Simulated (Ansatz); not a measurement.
## MgO under load (space group R-3m): band-edge transport data

Input:

```xyz
2
Lattice="-0.0045 2.0986 2.0986 2.0986 -0.0045 2.0986 2.0986 2.0986 -0.0045" Properties=species:S:1:pos:R:3 pbc="T T T"
Mg     0.0000     0.0000     0.0000
O      2.0963     2.0963     2.0963
```

Calculation: r2SCAN, rigid bands (plane waves, PAW, scalar-relativistic; Ansatz, a first-principles code). Condition of this run: uniaxial stress along [111] of 1 GPa (compression positive) (the target of the relaxation). Geometry: cell and atoms relaxed with r2SCAN, then loaded as said.

The band gap comes out as 5.69 eV. The electron conductivity mass (300 K, dilute) comes out as 0.37 mₑ and the hole conductivity mass (300 K, dilute) comes out as 2.2 mₑ. The effective density of states N_c (300 K) is 5.8e18 cm⁻³. The effective density of states N_v (300 K) is 1.7e20 cm⁻³, the density-of-states mass, electrons is 0.38 mₑ and the density-of-states mass, holes is 3.6 mₑ. The Seebeck coefficient, n-type 1e19 cm⁻³, 300 K is -179 μV/K. The best n-type power factor at 300 K for τ = 10 fs (best axis; densities from 1e16 to 1e21 cm⁻³ tried, whether or not they can be reached) is 2.5 μW/(cm·K²) at 3e19 cm⁻³. The Seebeck coefficient, p-type 1e19 cm⁻³, 300 K is 496 μV/K.

Rigid bands; masses and Seebeck coefficients take one relaxation time τ for all states and one kind of carrier; polarons and phonon drag are left out. Spin-orbit coupling is left out.
